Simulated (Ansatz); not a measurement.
monolayer SnS2 under biaxial strain: electron conductivity mass by PBE, rigid bands (plane waves, PAW, scalar-relativistic; Ansatz, a program for electronic structure). The unloaded cell, whose axes the loads refer to:

```
CELL_PARAMETERS angstrom
      3.70150     0.00000     0.00000
     -1.85075     3.20560     0.00000
      0.00000     0.00000    18.93629
ATOMIC_POSITIONS crystal
  Sn 0.00000 0.00000 0.50000
  S  0.33333 0.66667 0.57808
  S  0.66667 0.33333 0.42192
```

| biaxial strain (%) | electron conductivity mass (mₑ) |
|---|---|
| -3 | 0.386 |
| -2 | 0.390 |
| -1 | 0.395 |
| 0 | 0.401 |
| 1 | 0.409 |
| 2 | ? |
| 3 | 0.430 |
| 5 | 0.459 |

Fit a straight line to ln(electron conductivity mass) against the load over the rows given, and predict the row at 2 %.

The means are x̄ = 0.429 % and ȳ = -0.8933; Σ(x − x̄)(y − ȳ) = 1.028 and Σ(x − x̄)² = 47.71, so the slope is 2.15 % per % of strain, and the rows given lie within 1.6 % of the line. At 2 % the line gives 0.423 mₑ; the calculation gives 0.419 mₑ, 1.1 % from it.

Masses are for dilute carriers at 300 K, harmonic means over directions unless an axis is named. Spin-orbit coupling is left out. The structure type is held at every load. Geometry: cell and atoms relaxed with PBE.
